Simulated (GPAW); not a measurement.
Band structure of LuN (Fm-3m, 2 atoms in the cell).

```xyz
2
Lattice="0.0000 2.3908 2.3908 2.3908 0.0000 2.3908 2.3908 2.3908 0.0000" Properties=species:S:1:pos:R:3 pbc="T T T"
Lu     0.0000     0.0000     0.0000
N      2.3908     2.3908     2.3908
```

Level of theory: LDA (Perdew-Wang 92), GPAW PAW datasets LDA (gpaw-data 1.0.1) (plane waves; GPAW).

Settings: mode = pw; ecut = 950 eV; xc = LDA; kpts = 8 8 8; mesh shift (steps) = 0 0 0; occupations.name = fermi-dirac; occupations.width = 0.05 eV; nbands = -10; convergence.forces = 0.001 eV/Å; symmetry.symmorphic = false; symmetry.tolerance = 0.0005; maxiter = 120; bandpath_npoints = 40.

The starting cell comes from a database of computed structures (which also holds hypothetical and non-ambient phases and stackings), without a prior relaxation at this level. Its lattice was rescaled by a random factor within 2.5 % of one. Spin-orbit coupling is off. The run gives no clean gap (levels at the Fermi energy touch, overlap or are partly filled at this smearing), which alone does not show that the compound is a metal.

Levels in eV from the Fermi level, bands 12 to 19:
```tsv
point	12	13	14	15	16	17	18	19
Γ	-3.24	0.08	0.08	0.08	3.14	3.14	3.14	3.31
X	-3.29	-2.35	-0.59	-0.59	-0.08	7.38	7.42	8.63
W	-3.25	-2.40	-2.21	-2.21	4.16	4.16	8.04	8.64
K	-3.28	-2.68	-2.36	-1.56	2.44	6.61	7.62	8.42
L	-3.24	-3.24	-2.67	-2.67	5.88	6.62	6.79	6.79
U	-3.28	-2.68	-2.36	-1.56	2.44	6.61	7.62	8.42
```

Bands cross the Fermi level along this path, so the cell is metallic at this level.
